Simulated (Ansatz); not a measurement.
An Ansatz (a quantum-chemistry and plane-wave program) run: Ta with a change (uniaxial strain ε_yy = +2.69 %); r2SCAN (Ansatz), scalar-relativistic without spin-orbit coupling.

Input:

Ansatz 0.2 input:
```yaml
crystal:
  lattice:
    - [-1.6530448286, 1.6975117345, 1.6530448286]
    - [1.6530448286, -1.6975117345, 1.6530448286]
    - [1.6530448286, 1.6975117345, -1.6530448286]
  atoms:
    - { symbol: Ta, position: [0, 0, 0] }
basis: { ecutwfc: 500, ecutrho_ratio: 4, xc_grid: 4, fft_grid_basis: typed }
kpoints: { mp_grid: { grid: [28, 28, 28] } }
hamiltonian:
  xc: r2scan
  dispersion: none
  pseudopotentials: { kind: paw }
scf: { occupations: { method: fermi_dirac, width: 0.1 }, convergence: { dr2_threshold: 0.0000000001 } }
relax: { f_tol: 0.005, max_steps: 50 }
output: { forces: true, stress: true }
checkpoint: { write: state.ck, write_every: 1000 }
```

Output (explanatory and most iteration lines left out):

```
Relaxation: its limit of steps is 50 (relax.max_steps)
Pseudopotential: Ta, paw, valence charge 13
Crystal: 1 atoms, lattice volume = 18.554 Å³
Basis set: ecut = 500 eV, 467 PW (Γ), exchange–correlation on 96×96×96 points (64 copies of the dense FFT grid, shifted against one another)
Bands: 11, of which v1, the nominal top of the filled ones, is band 7 counted from 1 (6 counted from 0)
Symmetry: 16 space group operations
Space group: I4/mmm (ITA 139), of the structure as read, at distance tolerance 2.6e-5 Å
k-points: 1639 of 21952
Functional: x = r2scan, c = r2scan; τ floored in thin density (d = 2e-4 eV/Å³)
SCF iter   1: F=—  HF=-9944.312619 eV  |F-HF|=—  |Δ(HF+E_count)|=         —  Δρ=5.99e-3  dr2=1.66e-3  dr2_τ=1.42e-2  ethr=1.77e-3  ⟨swp⟩=5.5  Hψ=107976  notcnv=0
SCF iter   2: F=—  HF=-9944.327942 eV  |F-HF|=—  |Δ(HF+E_count)|=   1.53e-2  Δρ=3.51e-3  dr2=6.91e-4  dr2_τ=2.40e-4  ethr=1.28e-5  ⟨swp⟩=2.1  Hψ=40457  notcnv=0  defer=3
SCF 1 converged in 8 iterations: F = -9944.328730 eV  dr2 = 3.96e-11
relax step   1: F+E_penalty+E_count = -9944.32873001 eV  Δ(F+E_penalty+E_count) = +0.000e0 eV  max|allowed force component| = 0.000e0 eV/Å  Δτ_max = 0.0000 Å  (8 SCF iters, accepted)
Crystal: 1 atoms, lattice volume = 18.554 Å³
SCF iter   1: F=—  HF=-9944.328730 eV  |F-HF|=—  |Δ(HF+E_count)|=         —  Δρ=6.47e-7  dr2=3.96e-11  dr2_τ=6.50e-12  ethr=1.00e-12  ⟨swp⟩=1.2  Hψ=110702  notcnv=0  defer=28
SCF iter   2: F=-9944.328730 eV  HF=-9944.328730 eV  |F-HF|=1.82e-12  |Δ(HF+E_count)|=  1.82e-11  Δρ=3.38e-7  dr2=9.51e-12  dr2_τ=1.05e-12  ethr=1.00e-12  ⟨swp⟩=4.0  Hψ=49873  notcnv=0
SCF 2 converged in 2 iterations: F = -9944.328730 eV  dr2 = 9.51e-12
SCF converged after 2 iterations
Free energy (F): -9944.328730 eV
Internal energy: -9944.286356 eV  (E = F + TS)
E sigma→0 (E₀):  -9944.307543 eV
Entropy (-TS):   -0.042374 eV (-42.374 meV/atom)
Fermi energy:    17.877879 eV
--- Forces (eV/Å), atoms counted from 1 ---
  atom   1  Ta     0.00000000     0.00000000    -0.00000000
--- Stress (GPa, compression-positive) ---
       -4.181238       0.000000       0.000000
        0.000000      -6.772759      -0.000000
        0.000000      -0.000000      -4.181238
  P = ⅓ Tr σ = -5.0451 GPa (-50.451 kbar)
--- Relaxed structure (1 steps of the walk, 1 accepted, 0 SCFs on fresh bases) ---
  atoms:
    - { symbol: Ta, position: [0.0, 0.0, 0.0] }
```

Whether these cells are dynamically stable was not tested. The final runs are not spin-polarised. The cell was made from Ta in the bcc (W type) structure (space group Im-3m, No. 229) by this change: uniaxial strain ε_yy = +2.69 %.
